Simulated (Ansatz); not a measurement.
We consider L1₀ (CuAu-type) TiAl, described by Hartree–Fock (Ansatz, a quantum-chemistry and plane-wave program, PAW).

Input:

Ansatz 0.2 input:
```yaml
crystal:
  lattice:
    - [2.8197694385, 0.0, 0.0]
    - [0.0, 2.8197694385, 0.0]
    - [0.0, 0.0, 4.2758558632]
  atoms:
    - { symbol: Ti, position: [0.0, 0.0, 0.0] }
    - { symbol: Al, position: [0.5, 0.5, 0.5] }
basis:
  ecutwfc: 460
  ecutrho_ratio: 4
  xc_grid: 2
kpoints:
  mp_grid: { grid: [10, 10, 8] }
hamiltonian:
  xc: hf
  dispersion: none
  pseudopotentials: { kind: paw }
scf:
  occupations: { method: fermi_dirac, width: 0.05 }
output:
  forces: true
  stress: true
  eigenvalues: true
relax:
  f_tol: 0.01
  escape_saddle: false
  max_steps: 80
  cell: { stress_tol: 0.05, fix: [volume] }
```

Excerpt of the program's output:

```
Relaxation: its limit of steps is 80 (relax.max_steps)
Crystal: 2 atoms, lattice volume = 33.998 Å³
Basis set: ecut = 460 eV, 755 PW (Γ), exchange–correlation on 40×40×60 points (8 copies of the dense FFT grid, shifted against one another)
Bands: 12, of which v1, the nominal top of the filled ones, is band 8 counted from 1 (7 counted from 0)
Symmetry: 16 space group operations
Space group: P4/mmm (ITA 123), of the structure as read, at distance tolerance 3.2e-5 Å
k-points: 105 of 800
Functional: x = pbe(κ = 0.804, μ = 0.2195149727645171), c = none, warm-up for x = 0 pbe(κ = 0.804, μ = 0.2195149727645171) + 1 exact, c = none
SCF iter   1: F=—  HF=-2997.911193 eV  |F-HF|=—  |Δ(HF+E_count)|=         —  Δρ=6.57e-3  dr2=7.01e-3
SCF iter   2: F=—  HF=-2997.911343 eV  |F-HF|=—  |Δ(HF+E_count)|=   1.50e-4  Δρ=3.61e-3  dr2=2.40e-3
  ...
SCF 1 converged in 9 iterations: F = -2997.911980 eV  dr2 = 3.41e-13
Crystal: 2 atoms, lattice volume = 33.998 Å³
Initial density: handed on by an earlier stage of this run
Functional: x = 0 pbe(κ = 0.804, μ = 0.2195149727645171) + 1 exact, c = none
  ...
Crystal: 2 atoms, lattice volume = 33.998 Å³
Crystal: 2 atoms, lattice volume = 33.998 Å³
SCF 22 converged in 6 iterations: F = -2999.711806 eV  dr2 = 3.57e-12
Crystal: 2 atoms, lattice volume = 33.998 Å³
SCF 23 converged in 4 iterations: F = -2999.711806 eV  dr2 = 1.37e-11
Crystal: 2 atoms, lattice volume = 33.998 Å³
Crystal: 2 atoms, lattice volume = 33.998 Å³
Crystal: 2 atoms, lattice volume = 33.998 Å³
Crystal: 2 atoms, lattice volume = 33.998 Å³
SCF 27 converged in 6 iterations: F = -2999.712048 eV  dr2 = 7.23e-13
Crystal: 2 atoms, lattice volume = 33.998 Å³
SCF 28 converged in 7 iterations: F = -2999.712053 eV  dr2 = 1.78e-11
Crystal: 2 atoms, lattice volume = 33.998 Å³
SCF iter   1: F=—  HF=-2999.712053 eV  |F-HF|=—  |Δ(HF+E_count)|=         —  Δρ=1.58e-7  dr2=1.03e-11
SCF iter   2: F=-2999.712053 eV  HF=-2999.712053 eV  |F-HF|=4.55e-13  |Δ(HF+E_count)|=  1.36e-12  Δρ=6.09e-8  dr2=3.10e-12
SCF 29 converged in 2 iterations: F = -2999.712053 eV  dr2 = 3.10e-12
Free energy (F): -2999.712053 eV
Internal energy: -2999.710805 eV  (E = F + TS)
E sigma→0 (E₀):  -2999.711429 eV
Fermi energy:    11.601662 eV
--- Forces (eV/Å), atoms counted from 1 ---
  atom   1  Ti    -0.00000000    -0.00000000     0.00000000
  atom   2  Al     0.00000000     0.00000000     0.00000000
--- Stress (GPa, compression-positive) ---
        2.919490      -0.000000       0.000000
       -0.000000       2.919490       0.000000
        0.000000       0.000000       2.918712
  P = ⅓ Tr σ = 2.9192 GPa (29.192 kbar)
```

The cell is one volume of an energy–volume scan, off the minimum.

The PAW data were made under PBE.

Note: the run has no spin polarisation, so it can have missed a magnetic state. Note: the run warned that the count of filled bands differs between k points.

Computing time: around 9 core-minutes (rough).
